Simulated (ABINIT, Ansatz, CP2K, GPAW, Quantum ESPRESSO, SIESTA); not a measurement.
**SrMg2 (Fd-3m, 6 atoms in the cell) computed with different codes at matched settings**

Self-consistent single point, at a second geometry (lattice scaled by 0.98). First geometry:

```
CELL_PARAMETERS angstrom
      0.00000     4.54476     4.54476
      4.54476     0.00000     4.54476
      4.54476     4.54476     0.00000
ATOMIC_POSITIONS crystal
  Sr 0.50000 0.50000 0.50000
  Sr 0.75000 0.75000 0.75000
  Mg 0.12500 0.12500 0.62500
  Mg 0.12500 0.62500 0.12500
  Mg 0.12500 0.12500 0.12500
  Mg 0.62500 0.12500 0.12500
```

Shared settings, as Ansatz (a first-principles code) writes them: kpoints.mp_grid.grid = 4 4 4; scf.occupations.method = gaussian; scf.occupations.width = 0.0037 Ry. Potentials and cutoffs stand in the table.

| code | model | ΔF from the first geometry (meV/atom) | pressure (GPa) | cutoff |
|---|---|---|---|---|
| ABINIT | PBEsol, norm-conserving pseudopotentials (PseudoDojo nc-sr-04 PBEsol standard) | 1.3 | 0.96 | 1143 eV |
| Quantum ESPRESSO | PBEsol, PseudoDojo standard norm-conserving (PBESOL) pseudopotentials | 1.3 | 0.97 | 85 Ry |
| Ansatz | PBEsol, PAW files made with PBE | 1.2 | 0.97 | 30.9 Ry |
| SIESTA | GGA PBEsol, numerical atomic orbitals DZP, PseudoDojo PBEsol standard norm-conserving potentials (rewritten from UPF to PSML) | 40.7 | 5.58 | grid 300 Ry |
| CP2K | PBEsol, GPW, DZVP-MOLOPT-SR-GTH basis, GTH-PBE potentials (GTH_POTENTIALS) | 4.7 | 1.60 | grid 1000 Ry |
| GPAW | PBEsol, GPAW PAW datasets PBEsol (made by gpaw-setup) | 2.1 | 1.05 | 850 eV |

The spread over the programs that give each value: ΔF from the first geometry within 39.5 meV/atom; pressure within 4.62 GPa.

SIESTA and CP2K use small atom-centred bases, whose incompleteness enters pressures, forces and empty levels differently from a plane-wave cutoff. Ansatz's pressure is given at a fixed set of plane waves, as the other plane-wave codes print theirs. In the pressure, SIESTA (by 4.62) lies more than 1 GPa from the median of the plane-wave programs.

The starting cell comes from a database of computed structures (which also holds hypothetical and non-ambient phases and stackings), without a prior relaxation at this level. For this run, on top of that: lattice scaled by 0.98.

Left out of this page: Elk and FLEUR (not drawn, or without a comparable value).

Keys are those of Ansatz 0.2.
